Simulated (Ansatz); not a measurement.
We consider double-hcp La, described by RPBE (plane waves, PAW; Ansatz, a program for electronic structure).

Input:

Ansatz 0.2 input:
```yaml
crystal:
  lattice:
    - [1.9288068985, -3.3407915461, 0.0]
    - [1.9288068985, 3.3407915461, 0.0]
    - [0.0, 0.0, 12.3856007784]
  atoms:
    - { symbol: La, position: [0.0, 0.0, 0.5] }
    - { symbol: La, position: [0.0, 0.0, 0.0] }
    - { symbol: La, position: [0.3333333333, 0.6666666667, 0.25] }
    - { symbol: La, position: [0.6666666667, 0.3333333333, 0.75] }
basis:
  ecutwfc: 520
  ecutrho_ratio: 4
  xc_grid: 2
kpoints:
  mp_grid: { grid: [18, 18, 6] }
hamiltonian:
  xc: rpbe
  dispersion: none
  pseudopotentials: { kind: paw }
scf:
  occupations: { method: fermi_dirac, width: 0.05 }
output:
  forces: true
  stress: true
  eigenvalues: true
relax:
  f_tol: 0.004
  escape_saddle: false
  max_steps: 80
  cell: { stress_tol: 0.02, fix: [volume] }
```

The run printed, among other lines:

```
Relaxation: its limit of steps is 80 (relax.max_steps)
Crystal: 4 atoms, lattice volume = 159.619 Å³
Basis set: ecut = 520 eV, 4277 PW (Γ), exchange–correlation on 60×60×192 points (8 copies of the dense FFT grid, shifted against one another)
Bands: 27, of which v1, the nominal top of the filled ones, is band 22 counted from 1 (21 counted from 0)
Symmetry: 24 space group operations
Space group: P63/mmc (ITA 194), of the structure as read, at distance tolerance 5.4e-5 Å
k-points: 148 of 1944
Functional: x = rpbe, c = pbe(β = 0.06672455060314922)
SCF iter   1: F=—  HF=-25039.041295 eV  |F-HF|=—  |Δ(HF+E_count)|=         —  Δρ=3.19e-3  dr2=1.07e-2
SCF iter   2: F=—  HF=-25039.046022 eV  |F-HF|=—  |Δ(HF+E_count)|=   4.73e-3  Δρ=1.89e-3  dr2=4.15e-3
  ...
SCF 1 converged in 7 iterations: F = -25039.049238 eV  dr2 = 2.14e-8
Crystal: 4 atoms, lattice volume = 159.619 Å³
Initial density: handed on by an earlier stage of this run
SCF iter   5: F=—  HF=-25039.049238 eV  |F-HF|=—  |Δ(HF+E_count)|=  4.37e-11  Δρ=9.63e-8  dr2=2.67e-11
SCF iter   6: F=-25039.049238 eV  HF=-25039.049238 eV  |F-HF|=7.28e-12  |Δ(HF+E_count)|=  3.64e-12  Δρ=1.79e-8  dr2=8.23e-13
SCF 2 converged in 6 iterations: F = -25039.049238 eV  dr2 = 8.23e-13
SCF converged after 6 iterations
Free energy (F): -25039.049238 eV
Internal energy: -25038.988870 eV  (E = F + TS)
E sigma→0 (E₀):  -25039.019054 eV
Fermi energy:    10.235237 eV
--- Forces (eV/Å), atoms counted from 1 ---
  atom   1  La     0.00000000     0.00000000    -0.00000000
  atom   2  La     0.00000000     0.00000000     0.00000000
  atom   3  La     0.00000000    -0.00000000     0.00000000
  atom   4  La     0.00000000     0.00000000     0.00000000
--- Stress (GPa, compression-positive) ---
       -0.442136      -0.000000       0.000000
       -0.000000      -0.442136       0.000000
        0.000000       0.000000      -0.440596
  P = ⅓ Tr σ = -0.4416 GPa (-4.416 kbar)
```

The cell is one volume of an energy–volume scan, off the minimum.

The PAW data were made under PBE.

The result took around 2.7 core-minutes (rough).
